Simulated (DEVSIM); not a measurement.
Al0.25Ga0.75As/GaAs p-n heterojunction

System: Al0.25Ga0.75As/GaAs p-n heterojunction, at 300 K.

```
layer (left to right)        material  thickness (μm)  Nd (cm⁻³)  Na (cm⁻³)  τn (s)  τp (s)
---------------------  --------------  --------------  ---------  ---------  ------  ------
1                      Al0.25Ga0.75As            1.30          -     7.6e17  1.4e-8  1.4e-8
2                                GaAs           0.210     2.1e17          -  1.4e-8  1.4e-8
```

Left contact: ohmic. Right contact: ohmic. Voltage is applied to the left contact. Recombination: SRH at mid-gap, radiative. Mobility is μmin + (μ − μmin)/(1 + (N/Nref)^α).

Constants are typed, rounded textbook-type inputs, not results; the design itself was drawn at random and stands for no fabricated device. Values at 300 K.

| parameter | Al0.25Ga0.75As | GaAs |
|---|---|---|
| gap (eV) | 1.7357 | 1.424 |
| affinity (eV) | 3.8725 | 4.07 |
| permittivity | 12.19 | 12.9 |
| Nc (cm⁻³) | 6.5e17 | 4.7e17 |
| Nv (cm⁻³) | 9e18 | 9e18 |
| μn (cm²/Vs) | 4375 | 8500 |
| μp (cm²/Vs) | 221 | 400 |
| μn,min | 500 | 500 |
| μp,min | 20 | 20 |
| Nref,n | 6e16 | 6e16 |
| Nref,p | 1.5e17 | 1.5e17 |
| αn | 0.39 | 0.39 |
| αp | 0.38 | 0.38 |
| B (cm³/s) | 2e-10 | 2e-10 |

Model (solved in DEVSIM): 1D drift-diffusion, Boltzmann statistics, complete ionisation; no tunnelling, impact ionisation, image-force lowering or self-heating. Band offsets follow the typed affinities; no thermionic-emission limit at abrupt steps, no polarisation charge.

```yaml
potential_step_across_the_device_at_zero_bias: 1.453 V
largest_field_in_the_device_at_zero_bias: 270000 V/cm
Dark forward voltage at 1 A/cm²: 1.067 V
Dark forward voltage at 100 A/cm²: 1.190 V
```

Dark forward current:

```json
[
 {"V (V)": "0.05", "J (A/cm²)": "1.0e-11"},
 {"V (V)": "0.10", "J (A/cm²)": "3.5e-11"},
 {"V (V)": "0.15", "J (A/cm²)": "1.0e-10"},
 {"V (V)": "0.20", "J (A/cm²)": "2.8e-10"},
 {"V (V)": "0.25", "J (A/cm²)": "7.6e-10"},
 {"V (V)": "0.30", "J (A/cm²)": "2.1e-9"},
 {"V (V)": "0.35", "J (A/cm²)": "5.6e-9"},
 {"V (V)": "0.40", "J (A/cm²)": "1.5e-8"},
 {"V (V)": "0.45", "J (A/cm²)": "4.1e-8"},
 {"V (V)": "0.50", "J (A/cm²)": "1.1e-7"},
 {"V (V)": "0.55", "J (A/cm²)": "3.1e-7"},
 {"V (V)": "0.60", "J (A/cm²)": "8.5e-7"},
 {"V (V)": "0.65", "J (A/cm²)": "2.4e-6"},
 {"V (V)": "0.70", "J (A/cm²)": "7.0e-6"},
 {"V (V)": "0.75", "J (A/cm²)": "2.2e-5"},
 {"V (V)": "0.80", "J (A/cm²)": "8.3e-5"},
 {"V (V)": "0.85", "J (A/cm²)": "0.00038"},
 {"V (V)": "0.90", "J (A/cm²)": "0.0020"},
 {"V (V)": "0.95", "J (A/cm²)": "0.012"},
 {"V (V)": "1.00", "J (A/cm²)": "0.079"},
 {"V (V)": "1.05", "J (A/cm²)": "0.52"},
 {"V (V)": "1.10", "J (A/cm²)": "3.5"},
 {"V (V)": "1.15", "J (A/cm²)": "23"},
 {"V (V)": "1.20", "J (A/cm²)": "140"},
 {"V (V)": "1.25", "J (A/cm²)": "710"},
 {"V (V)": "1.30", "J (A/cm²)": "2200"}
]
```

Small-signal capacitance in reverse bias (quasi-static):

```json
[
 {"V (V)": "-0.04", "C (nF/cm²)": "102"},
 {"V (V)": "-0.1", "C (nF/cm²)": "99.5"},
 {"V (V)": "-0.2", "C (nF/cm²)": "96.3"},
 {"V (V)": "-0.3", "C (nF/cm²)": "93.5"},
 {"V (V)": "-0.4", "C (nF/cm²)": "90.8"},
 {"V (V)": "-0.6", "C (nF/cm²)": "86.2"},
 {"V (V)": "-0.8", "C (nF/cm²)": "82.2"},
 {"V (V)": "-1", "C (nF/cm²)": "78.7"},
 {"V (V)": "-1.3", "C (nF/cm²)": "74.2"},
 {"V (V)": "-1.6", "C (nF/cm²)": "70.4"}
]
```
